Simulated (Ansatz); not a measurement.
The parent structure is AlRu in the CsCl type structure (space group Pm-3m, No. 221; a = 2.983 Å). Axes: x, y, z lie along the cube axes.

Method: r2SCAN (Ansatz, a first-principles code), without spin-orbit coupling.

For the base:

- Volume per atom: 13.27 Å³

It is then changed as follows: uniaxial stress, 0.5 GPa compression along x, with the cell and atoms free to relax against it.

Question: What happens to the energy relative to the base?

Answer: The energy stays essentially unchanged.

Question: Estimate the effect on the volume per atom.

Answer: The volume per atom is nearly the same (13.27 Å³ against 13.26 Å³).

Without a gap, meshes like the base's 16×16×16 leave anisotropic stresses uncertain by several tenths of a GPa, and small strain energies with them. Load acts through the strain it causes; cell and atoms are relaxed under it. Stability under load was not tested beyond the relaxation. All final runs are without spin polarisation.
